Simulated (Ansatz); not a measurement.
AlN: N on a Al site (antisite), symmetric start

The reference is a 16-atom supercell of AlN in the wurtzite structure (space group P6_3mc, No. 186; a = 3.1067 Å, c = 4.9785 Å) at its relaxed geometry.

Now apply this change: a neutral N on a Al site (antisite), symmetric start, atoms relaxed at fixed cell.

Computed with Ansatz (a first-principles code) r2SCAN, without spin-orbit coupling. Γ-centred 7×7×7 mesh, Fermi–Dirac width 0.01 eV.

```json
{
 "pressure": "1.2 GPa (base 0.0 GPa)",
 "energy_gained_by_relaxation": "0.48 eV",
 "largest_displacement_of_a_host_atom_from_its_site_in_the_perfect_cell": "0.17 Å",
 "shift_of_the_substituted_atom_off_its_lattice_site": "0.41 Å"
}
```

The magnetic state is the one reached from the starting moments; the real material's order can differ, and small cells can't hold many antiferromagnetic ones. The cell is small, so the values are those of an ordered compound at a high defect concentration; dilute-limit values will differ. The defect started on the symmetric site and kept its symmetry, so it may sit on a saddle. Seeded moments were not kept for N on a Al site (antisite). The defect cell is spin-polarised and ends with 0.0 μB.
